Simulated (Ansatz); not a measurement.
Output of an Ansatz run (abridged):

```
WARN ansatz: RAYON_NUM_THREADS=1 ignored (pool sized by the plan → 1); use --threads N
Pseudopotentials: kind: paw
Pseudopotential: Na, paw, valence charge 9
Pseudopotential: H, paw, valence charge 1
Crystal: 2 atoms, lattice volume = 28.620 Å³
Basis set: ecut = 420.4159175005146 eV, 537 PW (Γ), exchange–correlation on 48×48×48 points (8 copies of the dense FFT grid, shifted against one another)
Bands: 9, of which v1, the nominal top of the filled ones, is band 5 counted from 1 (4 counted from 0)
Symmetry: 48 space group operations
Space group: Fm-3m (ITA 225), of the structure as read, at distance tolerance 3.1e-5 Å
k-points: 35 of 729
Initial density: superposition of atomic densities (neutral atoms: chi_scale 0, normalization atom), corrected by the library's trained network
Initial wavefunctions: pseudopotential atomic-orbital guess
Eigensolver: davidson
Functional: x = pbe(κ = 0.804, μ = 0.2195149727645171), c = pbe(β = 0.06672455060314922)
SCF iter   1: F=—  HF=-1502.680285 eV  |F-HF|=—  |Δ(HF+E_count)|=         —  Δρ=4.71e-4  dr2=4.75e-5  ethr=1.77e-3  ⟨swp⟩=6.0  Hψ=2134  notcnv=0
all-band conjugate gradients solve this SCF's bands
preconditioner: auto → none
SCF iter   2: F=—  HF=-1502.680130 eV  |F-HF|=—  |Δ(HF+E_count)|=   1.54e-4  Δρ=3.37e-4  dr2=2.60e-5  ethr=4.75e-7  ⟨swp⟩=2.4  Hψ=925  notcnv=0
SCF iter   3: F=—  HF=-1502.680161 eV  |F-HF|=—  |Δ(HF+E_count)|=   3.07e-5  Δρ=1.96e-4  dr2=7.00e-6  ethr=2.60e-7  ⟨swp⟩=2.6  Hψ=606  notcnv=0
SCF iter   4: F=—  HF=-1502.680158 eV  |F-HF|=—  |Δ(HF+E_count)|=   2.81e-6  Δρ=5.98e-5  dr2=6.67e-7  ethr=7.00e-8  ⟨swp⟩=2.3  Hψ=487  notcnv=0
SCF iter   5: F=—  HF=-1502.680159 eV  |F-HF|=—  |Δ(HF+E_count)|=   7.20e-7  Δρ=7.51e-5  dr2=1.32e-6  ethr=6.67e-9  ⟨swp⟩=2.0  Hψ=490  notcnv=0
SCF iter   6: F=-1502.680158 eV  HF=-1502.680158 eV  |F-HF|=4.06e-9  |Δ(HF+E_count)|=   5.36e-7  Δρ=5.50e-6  dr2=6.09e-9  ethr=1.00e-9  ⟨swp⟩=3.0  Hψ=1127  notcnv=0
SCF 1 converged in 6 iterations: F = -1502.680158 eV  dr2 = 6.09e-9
SCF converged after 6 iterations
Free energy (F): -1502.680158 eV
Harris-Foulkes:  -1502.680158 eV  (|F-HF|=4.06e-9)
Internal energy: -1502.680158 eV  (E = F + TS)
E sigma→0 (E₀):  -1502.680158 eV
Fermi energy:    2.709528 eV
--- Per-component energies (eV) ---
  E_band       = -228.151292
  E_kinetic    = 134.069355
  E_local      = -1333.494328  (includes V_loc(G=0)·N_el)
  E_nonlocal   = 116.521490
  E_hartree    = 478.475501
  E_xc         = -48.139114
  E_vxc        = -61.913315  (∫ρ·V_xc dr)
  E_paw        = -263.560094  (= ΣΔE_a)
  E_vpaw       = -40.285054  (= ΣTr[D̂ρ^β])
  E_aug_tail   = -0.000981  (compensation charges beyond the density's cutoff)
  E_ewald      = -586.551988
  E_smearing   = -0.000000  (= −TS)
  E_closure    = -0.000000  (closes the sum)
  Σ components = -1502.680158   (vs F -1502.680158, Δ=0.00e0)
--- Forces (eV/Å), atoms counted from 1 ---
  atom   1  Na    -0.00000000     0.00000000    -0.00000000
  atom   2  H      0.00000000    -0.00000000    -0.00000000
  max |Σ_I F_I| component: 1.24e-30 eV/Å
--- Stress (GPa, compression-positive) ---
       -0.331854       0.000000       0.000000
        0.000000      -0.331854       0.000000
        0.000000       0.000000      -0.331854
  P = ⅓ Tr σ = -0.3319 GPa (-3.319 kbar)
  The stress holds the Pulay correction. Without it, at fixed plane waves, as pw.x and ABINIT print it: P = -0.3957 GPa
--- Band table (eV; the first three rows and the last of 35) ---
  k-point 0: bands = ["-49.4964", "-21.3771", "-21.3771", "-21.3771", "-2.8163", "11.0513", "16.2461", "16.2461", "16.2461"]
  k-point 1: bands = ["-49.4957", "-21.3876", "-21.3783", "-21.3783", "-2.6073", "10.3699", "13.9053", "15.5350", "15.5350"]
  k-point 2: bands = ["-49.4939", "-21.4142", "-21.3815", "-21.3815", "-2.0049", "8.4722", "12.3982", "14.7980", "14.7980"]
  k-point 34: bands = ["-49.4883", "-21.4377", "-21.4265", "-21.4066", "0.6607", "6.3594", "7.1409", "9.4418", "16.6778"]
```

The structure:

```xyz
2
Lattice="0.0000 2.4278 2.4278 2.4278 0.0000 2.4278 2.4278 2.4278 0.0000" Properties=species:S:1:pos:R:3 pbc="T T T"
Na     0.0000     0.0000     0.0000
H      2.4278     2.4278     2.4278
```

Problem. Reconstruct the input of this run.

Solution. Other spellings and defaults could give the same log, and not every line can be read from it. The input that was run (DFT, PBE, plane waves, default PAW files):

Ansatz 0.2 input:
```yaml
crystal:
  lattice:
    - [0.000000, 2.427800, 2.427800]
    - [2.427800, 0.000000, 2.427800]
    - [2.427800, 2.427800, 0.000000]
  atoms:
    - { symbol: Na, position: [0.000000, 0.000000, 0.000000] }
    - { symbol: H, position: [0.500000, 0.500000, 0.500000] }
basis:
  ecutwfc: 30.9 Ry
kpoints:
  mp_grid:
    grid: [9, 9, 9]
hamiltonian:
  xc: pbe
  pseudopotentials:
    kind: paw
scf:
  occupations:
    method: fermi_dirac
    width: 0.0007 Ry
output:
  forces: true
  eigenvalues: true
  stress: true
```

The starting cell has typed, rounded lattice constants, without a prior relaxation at this level. Its lattice was rescaled by up to half a per cent. Ansatz's pressure includes its estimate of the finite-basis (Pulay) stress.

Ansatz is an electronic-structure program.
